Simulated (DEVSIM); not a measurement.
Device: Al/Al2O3/p-Si capacitor, at 300 K.

Layer 1 from the left is Al2O3, thickness (nm) 9.40. Layer 2 from the left is Si, thickness (nm) 6700, Na (cm⁻³) 7.3e15.

Metal gate on the left, work function 4.1 eV. Fixed charge at the semiconductor interface 2.1e12 cm⁻² (in units of +e); interface traps 2e12 cm⁻² eV⁻¹, uniform in energy, neutral level at 0.7 of the gap above the valence band.

Constants are typed, rounded textbook-type inputs, not results; the design itself was drawn at random and stands for no fabricated device. Values at 300 K.

Al2O3: gap (eV) 6.8, affinity (eV) 1.35, permittivity 9. Si: gap (eV) 1.124, affinity (eV) 4.05, permittivity 11.7, Nc (cm⁻³) 2.86e19, Nv (cm⁻³) 3.1e19.

Simulated with DEVSIM: 1D Poisson equation in equilibrium, Boltzmann statistics, complete ionisation; no quantum confinement or tunnelling. Metal contacts follow the ideal Schottky-Mott rule: no Fermi-level pinning, no interface dipoles.

Q: What does the simulation give for the flat-band voltage, the minimum of the low-frequency capacitance, the threshold voltage (band bending 2φF)?

A: flat-band voltage -1.47 V; minimum of the low-frequency capacitance 0.250 μF/cm²; threshold voltage (band bending 2φF) -0.47 V.
